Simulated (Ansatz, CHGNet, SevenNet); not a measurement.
# InSe (P6₃/mmc, No. 194, 8 atoms in the cell; start mp-20485; a measured phase of this formula has another space group): properties by level of theory

| level (code) | equilibrium lattice constant a (Å) | lattice parameter c (Å) |
|---|---|---|
| CHGNet 0.3.0 | [?] | 17.510 |
| SevenNet-l3i5 | 4.092 | [?] |
| LDA (Ansatz) | 3.967 | 16.457 |
| PBE (Ansatz) | [?] | [?] |
| PBE-D3(BJ) (Ansatz) | [?] | 16.761 |
| PBE-D4 (Ansatz) | 4.029 | 16.723 |

Q: Complete the blanks.

A: 
- CHGNet 0.3.0, equilibrium lattice constant a (Å): 4.112
- SevenNet-l3i5, lattice parameter c (Å): 19.583
- PBE (Ansatz, a program for electronic structure), equilibrium lattice constant a (Å): 4.088
- PBE (Ansatz), lattice parameter c (Å): 18.522
- PBE-D3(BJ) (Ansatz), equilibrium lattice constant a (Å): 4.032

Caveats: the cell has another shape than the first-principles one, perhaps another minimum in the same group (SevenNet-l3i5); the relaxation could not lower the start's symmetry, so the cell can be a saddle point above a distorted one (CHGNet 0.3.0, SevenNet-l3i5, LDA, PBE, PBE-D3(BJ), PBE-D4). Ansatz's density-functional and Hartree–Fock values are scalar-relativistic unless marked +SOC, with PAW data made under PBE.

Static lattice: no zero-point or thermal effects.

A start named mp-… is a Materials Project structure, which need not be a measured phase.
